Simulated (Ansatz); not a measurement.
# What pressure −2 GPa does to GaN

Consider GaN in the wurtzite structure (space group P6_3mc, No. 186; a = 3.1826 Å, c = 5.1853 Å).

Now apply this change: a negative pressure, −2 GPa.

Level of theory: PBEsol (Ansatz, a quantum-chemistry and plane-wave program, PAW, no SOC). k-mesh 12×12×7 (Γ-centred); smearing 0.05 eV (Fermi–Dirac).

```csv
quantity,base,changed,shift
volume per atom,11.37 Å³,11.50 Å³,+0.124 Å³
density,6.11 g/cm³,6.05 g/cm³,-0.066 g/cm³
lattice parameter a,3.183 Å,3.194 Å,+0.0115 Å
c/a ratio,1.629,1.629,0.000
shortest interatomic distance,1.946 Å,1.953 Å,+0.007 Å
enthalpy H = E + PV relative to the base's energy,–,-0.14 eV/atom,–
band gap,1.88 eV,1.80 eV,-0.072 eV
gap character,direct at Γ,direct at Γ,–
width of the top valence band,2.82 eV,2.78 eV,-0.04 eV
electron mass,"0.16 mₑ along c, 0.17 mₑ across (at Γ)","0.15 mₑ along c, 0.17 mₑ across (at Γ)",–
"valence-band top at Γ (three highest levels, from the VBM)","0.00, 0.00, -0.04 eV","0.00, 0.00, -0.04 eV",–
```

Load acts through the strain it causes; cell and atoms are relaxed under it. Effective masses come from finite differences of ±0.01 Å⁻¹. Stability against distortions was not tested.
